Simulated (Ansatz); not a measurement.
The starting structures come from a database of crystals and need not be the phases stable at ambient conditions.

 Where the default PAW files enter, the runs use the earlier of Ansatz's two default sets.

By PBEsol, the system below comes out a metal.

Here is the system:

```yaml
crystal:
  lattice:
    - [2.68907, 0.00000, 0.00000]
    - [-0.89636, 2.53528, 0.00000]
    - [0.89636, 1.26764, 2.19562]
  atoms:
    - { symbol: Pt, position: [0.00000, 0.00000, 0.00000] }
```

Space group of this cell: Im-3m, bcc (W type). The cell is strained (all lengths scaled by 0.98); by PBEsol its mean pressure is 4.5 GPa.

The current flows along the normal of the first two printed cell vectors, the (110) plane of the conventional cell. No spin-orbit coupling; the value is a mean over 0.1 eV about the Fermi level.

Q: State the ballistic conductance per area according to Ansatz (a program for electronic structure) with PBEsol.

A: 1.6 × 10¹⁵ S/m² for both spins.
